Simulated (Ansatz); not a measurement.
Take Ru in the hcp (Mg type) structure (space group P6_3/mmc, No. 194; relaxed with 0.1 eV smearing) as the base.

```yaml
crystal:
  lattice:
    - [2.67558, 0.00000, 0.00000]
    - [-1.33779, 2.31712, 0.00000]
    - [0.00000, 0.00000, 4.22371]
  atoms:
    - { symbol: Ru, position: [0.66667, 0.33333, 0.75000] }
    - { symbol: Ru, position: [0.33333, 0.66667, 0.25000] }
```

Cartesian axes are those of the cell as printed.

Calculations: LDA in Ansatz (plane waves to 420 eV, PAW, without spin-orbit coupling).

Modification: the cell is scaled by 0.9900 in all directions, atoms relaxed at fixed cell.

Q: Predict the stress tensor and what it implies for the stiffness.

A: Stress of the strained cell less that of the base (GPa, compression positive):
```
   11.6     0.0     0.0
    0.0    11.6     0.0
    0.0     0.0    12.4
```

Then B = −ΔP/(ΔV/V₀) with ΔV/V₀ = -0.0297 gives secant stiffness values (nonlinear terms included at this strain): B (at held cell shape, above the free-shape value) ≈ 399 GPa.

As a check, the harmonic strain energy −½ V₀ Δσ:ε is 15 meV/atom; the computed energy rise is 14 meV/atom.

No phonon test of stability was made. All final runs are without spin polarisation.

Ansatz is a quantum-chemistry and plane-wave program.
